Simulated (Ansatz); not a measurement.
The reference is SnSe in the GeS type structure (space group Pnma, No. 62; a = 11.536 Å, b = 4.121 Å, c = 4.578 Å; layered, stacked along the Cartesian x axis). Axes: x, y, z lie along a, b, c of the conventional cell.

All numbers come from r2SCAN+rVV10 in Ansatz (plane waves to 500 eV, PAW, no spin-orbit coupling).

Base values:

- Width of the top valence band = 1.54 eV
- Band gap = 0.89 eV
- Shortest interatomic distance = 5.209 bohr
- Pressure = 0.00 GPa
- Gap character = indirect, k = (0, 0, 0.429) in the run's primitive reciprocal basis → Y–Γ (33 % along)

It is then changed as follows: the cell is compressed by 5.07 % along z with no lateral relaxation, atoms relaxed at fixed cell.

Task: What happens to the width of the top valence band, band gap, shortest interatomic distance, energy relative to the base, pressure and gap character?

Result: The width of the top valence band increases by 0.386 eV, from 1.54 eV to 1.92 eV; the band gap decreases by 0.40 eV (0.89 eV → 0.49 eV); the shortest interatomic distance falls by 0.0316 bohr to 5.178 bohr; the energy grows by 8.7 meV/atom; the pressure (mean of the normal stresses, compression positive) goes from zero to 1.69 GPa; the gap character changes from indirect, k = (0, 0, 0.429) in the run's primitive reciprocal basis → Y–Γ (33 % along) to indirect, k = (0, 0, 0.429) in the run's primitive reciprocal basis → Γ.

The cells carry an imposed strain or load. Whether these cells are dynamically stable was not tested.

Ansatz is a first-principles code.
